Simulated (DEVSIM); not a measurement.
Structure: abrupt Si n-p junction, at 300 K.

```csv
layer (left to right),material,thickness (μm),Nd (cm⁻³),Na (cm⁻³),τn (s),τp (s)
1,Si,4.70,1.2e17,-,6.5e-5,6.5e-5
2,Si,0.380,-,5.6e14,6.5e-5,6.5e-5
```

Left contact: ohmic. Right contact: ohmic. Voltage is applied to the left contact. Recombination: SRH at mid-gap, radiative, Auger. Gap narrowing is on: ΔEg = 6.92 meV × (l + √(l² + 0.5)), l = ln(N/1.3e17 cm⁻³), shared equally by both band edges. Mobility is constant in doping. Where it depends on doping, it is μmin + (μ − μmin)/(1 + (N/Nref)^α).

Constants are typed, rounded textbook-type inputs, not results; the design itself was drawn at random and stands for no fabricated device. Values at 300 K. The table also holds parameters that only a changed run uses.

```
parameter           Si
-------------  -------
gap (eV)         1.124
affinity (eV)     4.05
permittivity      11.7
Nc (cm⁻³)      2.86e19
Nv (cm⁻³)       3.1e19
μn (cm²/Vs)       1417
μp (cm²/Vs)        470
μn,min              52
μp,min              45
Nref,n          9.7e16
Nref,p          2.2e17
αn                0.68
αp                0.72
B (cm³/s)      4.7e-15
Cn (cm⁶/s)     2.8e-31
Cp (cm⁶/s)     9.9e-32
```

Model (solved in DEVSIM): 1D drift-diffusion, Boltzmann statistics, complete ionisation; no tunnelling, impact ionisation, image-force lowering or self-heating.

Base results: potential step across the device at zero bias (V) 0.698; dark forward voltage at 1 A/cm² (V) 0.392; dark forward voltage at 100 A/cm² (V) 0.545; largest field in the device at zero bias (V/cm) 24000.

**Question.** What follows from this one change: doping Na of layer 2 5.6e+14 → 1.7e+16 cm^-3?

**Answer.** potential step across the device at zero bias 0.698 → 0.786 V; dark forward voltage at 1 A/cm² 0.392 → 0.524 V; dark forward voltage at 100 A/cm² 0.545 → 0.649 V; largest field in the device at zero bias 24000 → 58000 V/cm.

**Question.** What follows from this one change: thickness of layer 2 0.38 → 0.23 μm?

**Answer.** potential step across the device at zero bias little changed (0.698 V); dark forward voltage at 1 A/cm² 0.392 → 0.373 V; dark forward voltage at 100 A/cm² 0.545 → 0.516 V; largest field in the device at zero bias 24000 → 31000 V/cm.

**Question.** What follows from this one change: doping Nd of layer 1 1.2e+17 → 3.6e+16 cm^-3?

**Answer.** potential step across the device at zero bias 0.698 → 0.668 V; dark forward voltage at 1 A/cm² little changed (0.395 V); dark forward voltage at 100 A/cm² 0.545 → 0.553 V; largest field in the device at zero bias 24000 → 19000 V/cm.
